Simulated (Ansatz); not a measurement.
**TaN (model structure, started from the NbAs type, I4₁md, No. 109, 4 atoms in the cell): properties by level of theory**

| level (code) | lattice constant a (Å) | c axis length (Å) |
|---|---|---|
| PBE (Ansatz) | 2.915 | 10.288 |
| PBEsol (Ansatz) | 2.888 | 10.196 |
| PBE-D3(BJ) (Ansatz) | 2.896 | 10.211 |

Ansatz's density-functional and Hartree–Fock values are scalar-relativistic unless marked +SOC, with PAW data made under PBE.

The computed numbers hold no vibrational or temperature effects.

A model structure was made by putting elements into a prototype or built by hand; it is no filed structure, need not be a known phase, and can be a saddle point held by its symmetry.

Ansatz is a quantum-chemistry and plane-wave program.
